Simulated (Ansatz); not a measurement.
# A short convergence ladder for Hf (Fm-3m, 1 atom in the cell)

```
Hf
1.0
    0.00000     2.24644     2.24644
    2.24644     0.00000     2.24644
    2.24644     2.24644     0.00000
Hf
1
Direct
  0.00000   0.00000   0.00000
```

Base method: LDA (PW92), default PAW files made with PBE (plane waves; Ansatz, a first-principles code).

Base settings: basis.ecutwfc = 420 eV; kpoints.mp_grid.grid = 13 13 13; hamiltonian.xc = lda; hamiltonian.pseudopotentials = {kind: paw} (the program's default PAW files); scf.occupations.method = fermi_dirac; scf.occupations.width = 0.1 eV.

Core times come from one kind of shared machine, to one figure; runs under 30 s give none.

**The q mesh of the phonons**

In this ladder: kpoints.mp_grid.grid = 12 12 12; phonons.method = dfpt.

Only quantities that move along the ladder and can be compared are tabulated.

Thermal sums run over frequencies interpolated from this q mesh.

| phonons.qmesh | zero-point energy (meV/atom) | vibrational free energy at 300 K (meV/atom) | core time / last (rough) |
|---|---|---|---|
| 2 2 2 | 12.38 | -91.13 | 0.06 |
| 3 3 3 | 14.12 | -81.07 | 0.2 |
| 4 4 4 | 13.80 | -82.09 | 0.4 |
| 6 6 6 | 14.00 | -81.05 | 1 |

Coarsest phonons.qmesh that holds the zero-point energy within 0.5 meV/atom of the last step, with all finer ones: 3 3 3, at about 0.2 of the last step's time; the step before is off by 1.6 meV/atom.

Coarsest phonons.qmesh that holds the vibrational free energy at 300 K within 2 meV/atom: not settled: the last two steps still differ by 1.0 meV/atom, over half the tolerance, so the ladder does not show it.

On the base run: the starting cell comes from a database of computed structures (which also holds hypothetical and non-ambient phases and stackings), without a prior relaxation at this level. Its lattice was rescaled by up to half a per cent. In the base run, with a pressure of about -9 GPa the cell is away from its equilibrium volume at this level.

Keys are those of Ansatz 0.2.
